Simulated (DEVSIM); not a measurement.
Structure: GaAs n-i-p diode, at 500 K.

| layer (left to right) | material | thickness (μm) | Nd (cm⁻³) | Na (cm⁻³) | τn (s) | τp (s) |
|---|---|---|---|---|---|---|
| 1 | GaAs | 0.620 | 1.9e17 | - | 6.2e-8 | 6.2e-8 |
| 2 | GaAs | 1.60 | - | 1.3e13 | 6.2e-8 | 6.2e-8 |
| 3 | GaAs | 5.00 | - | 3.1e17 | 6.2e-8 | 6.2e-8 |

Left contact: ohmic. Right contact: ohmic. Voltage is applied to the left contact. Recombination: SRH at mid-gap, Auger. Mobility is μmin + (μ − μmin)/(1 + (N/Nref)^α).

This is a model device: material constants are rounded textbook-type values typed into the input, and sizes, dopings and lifetimes were drawn at random. Values at 300 K; Nc and Nv go as T^1.5, mobilities as T to minus their exponent, the gap by Varshni's rule with the affinity fixed.

```csv
parameter,GaAs
gap (eV),1.424
affinity (eV),4.07
permittivity,12.9
Nc (cm⁻³),4.7e17
Nv (cm⁻³),9e18
μn (cm²/Vs),8500
μp (cm²/Vs),400
"μn,min",500
"μp,min",20
"Nref,n",6e16
"Nref,p",1.5e17
αn,0.39
αp,0.38
T exponent of μn,2.1
T exponent of μp,2.2
Cn (cm⁶/s),1e-30
Cp (cm⁶/s),1e-30
Varshni α (eV/K),0.000541
Varshni β (K),204
```

Model (solved in DEVSIM): 1D drift-diffusion, Boltzmann statistics, complete ionisation; no tunnelling, impact ionisation, image-force lowering or self-heating.

Q: Tabulate band edges, carrier densities and field at 20.0 V on the left contact.

A: Energies count from the Fermi level of the right contact; mesh points crowd at the junctions.

```csv
x (μm),Ec (eV),Ev (eV),n (cm⁻³),p (cm⁻³),field (V/cm)
0.000,-19.928,-21.256,1.9e17,4200000,≈ 0
0.03824,-19.928,-21.256,1.9e17,3900000,≈ 0
0.1267,-19.928,-21.256,1.9e17,3300000,≈ 0
0.3458,-19.928,-21.256,1.9e17,1700000,≈ 0
0.5525,-19.922,-21.250,1.6e17,180000,4900
0.6081,-19.705,-21.034,1.1e15,32000,98000
0.6383,-19.335,-20.664,2.0e11,500000,130000
0.7422,-18.003,-19.331,2900000,5100000,130000
0.9752,-15.016,-16.345,2400000,1.6e7,130000
1.541,-7.771,-9.100,1300000,4.1e7,130000
1.961,-2.386,-3.714,480000,5.9e7,130000
2.165,0.218,-1.111,72000,1.9e8,130000
2.213,0.829,-0.500,1200,1.8e14,130000
2.244,1.109,-0.219,4100,1.2e17,36000
2.372,1.150,-0.178,65000,3.1e17,≈ 0
2.641,1.150,-0.178,210000,3.1e17,≈ 0
3.370,1.150,-0.178,590000,3.1e17,≈ 0
5.182,1.150,-0.178,1500000,3.1e17,≈ 0
6.655,1.150,-0.178,2300000,3.1e17,≈ 0
7.021,1.150,-0.178,2500000,3.1e17,≈ 0
7.156,1.150,-0.178,2500000,3.1e17,≈ 0
7.220,1.150,-0.178,2600000,3.1e17,≈ 0
```
